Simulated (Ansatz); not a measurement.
The reference is ZnCu in the CsCl type structure (space group Pm-3m, No. 221; a = 2.9188 Å).

Method: r2SCAN (Ansatz, an electronic-structure program), no SOC.

One change was made to it. Results:

| quantity | base | after |
|---|---|---|
| shortest interatomic distance | 2.528 Å | 2.351 Å |
| density | 8.61 g/cm³ | 10.71 g/cm³ |

Which change produced these results?
A) pressure 15 GPa
B) pressure 50 GPa
C) pressure 100 GPa

B, pressure 50 GPa. For comparison, the shortest interatomic distance in the other runs: pressure 15 GPa gives 2.454 Å; pressure 100 GPa gives 2.264 Å.

Load acts through the strain it causes; cell and atoms are relaxed under it. No phonon test of stability was made. No other phases were tried under pressure. All final runs are without spin polarisation.
